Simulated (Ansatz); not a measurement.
Ansatz (a first-principles code) run on NbP (Imm2, 4 atoms in the cell): self-consistent single point.

Method: PBEsol, default PAW files made with PBE (plane waves; Ansatz).

The change in words: lattice scaled by 0.98; basis.ecutwfc: 420 eV → 145 eV. Reference geometry:
```xyz
4
Lattice="-1.6833 1.6833 5.7688 1.6833 -1.6833 5.7688 1.6833 1.6833 -5.7688" Properties=species:S:1:pos:R:3 pbc="T T T"
Nb     0.0000     0.0000     8.7018
Nb     1.6833     0.0000     5.7674
P      0.0000     0.0000     3.8391
P      1.6833     0.0000     0.9547
```

Reference input (self-consistent single point, DFT, PBEsol, plane waves, default PAW files made with PBE): basis.ecutwfc = 420 eV; kpoints.mp_grid.grid = 7 7 7; hamiltonian.xc = pbesol; hamiltonian.pseudopotentials = {kind: paw} (the program's default PAW files); scf.occupations.method = gaussian; scf.occupations.width = 0.2 eV. This run's input differs from it in these lines:

Ansatz 0.2 input:
```diff
@@ -2,5 +2,5 @@
   lattice:
-    - [-1.683300, 1.683300, 5.768811]
-    - [1.683300, -1.683300, 5.768811]
-    - [1.683300, 1.683300, -5.768811]
+    - [-1.649634, 1.649634, 5.653435]
+    - [1.649634, -1.649634, 5.653435]
+    - [1.649634, 1.649634, -5.653435]
   atoms:
@@ -11,3 +11,3 @@
 basis:
-  ecutwfc: 420.0
+  ecutwfc: 145.0
 kpoints:
```

Output, abridged:

```
SCF iter   1: F=—  HF=-10446.828809 eV  |F-HF|=—  |Δ(HF+E_count)|=         —  Δρ=1.36e-1  dr2=8.65e0  ethr=1.77e-3  ⟨swp⟩=5.2  Hψ=6457  notcnv=0
all-band conjugate gradients solve this SCF's bands
preconditioner: auto → Kerker (q_TF=auto, 2.495 Å⁻¹)
SCF iter   2: F=—  HF=-10443.785382 eV  |F-HF|=—  |Δ(HF+E_count)|=    3.04e0  Δρ=7.28e-2  dr2=2.08e0  ethr=1.77e-3  ⟨swp⟩=2.0  Hψ=3328  notcnv=0
SCF iter   3: F=—  HF=-10442.765146 eV  |F-HF|=—  |Δ(HF+E_count)|=    1.02e0  Δρ=1.08e-2  dr2=7.26e-2  ethr=1.77e-3  ⟨swp⟩=2.1  Hψ=2854  notcnv=0
SCF iter   4: F=—  HF=-10442.748717 eV  |F-HF|=—  |Δ(HF+E_count)|=   1.64e-2  Δρ=1.15e-3  dr2=6.98e-4  ethr=2.02e-4  ⟨swp⟩=2.5  Hψ=2747  notcnv=0
SCF iter   5: F=—  HF=-10442.748429 eV  |F-HF|=—  |Δ(HF+E_count)|=   2.87e-4  Δρ=1.61e-4  dr2=1.32e-5  ethr=1.94e-6  ⟨swp⟩=2.2  Hψ=2647  notcnv=0
SCF iter   6: F=—  HF=-10442.748407 eV  |F-HF|=—  |Δ(HF+E_count)|=   2.21e-5  Δρ=2.95e-5  dr2=4.34e-7  ethr=3.68e-8  ⟨swp⟩=2.0  Hψ=2009  notcnv=0
SCF iter   7: F=-10442.748407 eV  HF=-10442.748407 eV  |F-HF|=1.41e-8  |Δ(HF+E_count)|=   8.31e-8  Δρ=4.87e-6  dr2=2.70e-8  ethr=2.78e-10  ⟨swp⟩=5.1  Hψ=5783  notcnv=0
SCF 1 converged in 7 iterations: F = -10442.748407 eV  dr2 = 2.70e-8
Free energy (F): -10442.748407 eV
Internal energy: -10442.726775 eV  (E = F + TS)
E sigma→0 (E₀):  -10442.737591 eV
Entropy (-TS):   -0.021633 eV (-5.408 meV/atom)
Fermi energy:    15.948082 eV
--- Forces (eV/Å), atoms counted from 1 ---
  atom   1  Nb     0.00000000     0.00000000    -0.57939412
  atom   2  Nb     0.00000000     0.00000000    -0.10729284
  atom   3  P      0.00000000     0.00000000     0.29558238
  atom   4  P      0.00000000     0.00000000     0.39108654
--- Stress (GPa, compression-positive) ---
       13.610477       0.000000       0.000000
        0.000000      11.776056       0.000000
        0.000000       0.000000      12.517633
  P = ⅓ Tr σ = 12.6347 GPa (126.347 kbar)
  The stress holds the Pulay correction. Without it, at fixed plane waves, as pw.x and ABINIT print it: P = -234.5865 GPa
```

The run converged in 7 iterations. Against the reference run the free energy goes up by 8.14 eV/atom, the pressure goes from -8.78 to 12.63 GPa and the largest force goes from 0.697 to 0.579 eV/Å.

The starting cell comes from a database of computed structures (which also holds hypothetical and non-ambient phases and stackings), without a prior relaxation at this level. Its lattice was rescaled by up to half a per cent. One atom was moved a little off its site on purpose. For this run, on top of that: lattice scaled by 0.98. Spin polarisation is off. Ansatz's pressure includes its estimate of the finite-basis (Pulay) stress. Without the estimate this run gives -234.59 GPa. The cutoff lies below the one recommended for these files.
